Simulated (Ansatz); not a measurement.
Response to strain in Nb

Start from Nb in the bcc (W type) structure (space group Im-3m, No. 229; a = 3.3115 Å; relaxed with 0.1 eV smearing).

Strains are applied to the cell and any free atomic positions relax.

Computed with PBE (Ansatz, an electronic-structure program), spin-orbit coupling left out.

Notes on the quantities. energy relative to the base: free energy F.

| variant | pressure | energy relative to the base | shortest interatomic distance |
|---|---|---|---|
| base | 0.0 GPa | 0 meV/atom | 2.868 Å |
| isotropic strain −3.00 % | 18.2 GPa | +84 meV/atom | 2.782 Å |
| isotropic strain −2.00 % | 11.4 GPa | +36 meV/atom | 2.810 Å |
| isotropic strain −1.50 % | 8.3 GPa | +20 meV/atom | 2.825 Å |
| isotropic strain −1.00 % | 5.4 GPa | +8.8 meV/atom | 2.839 Å |
| isotropic strain −0.50 % | 2.6 GPa | +2.2 meV/atom | 2.853 Å |
| isotropic strain +0.50 % | -2.5 GPa | +2.1 meV/atom | 2.882 Å |
| isotropic strain +1.00 % | -4.8 GPa | +8.4 meV/atom | 2.896 Å |
| isotropic strain +1.50 % | -6.9 GPa | +19 meV/atom | 2.911 Å |
| isotropic strain +2.00 % | -9.0 GPa | +33 meV/atom | 2.925 Å |

No phonon test of stability was made. The final runs are not spin-polarised.
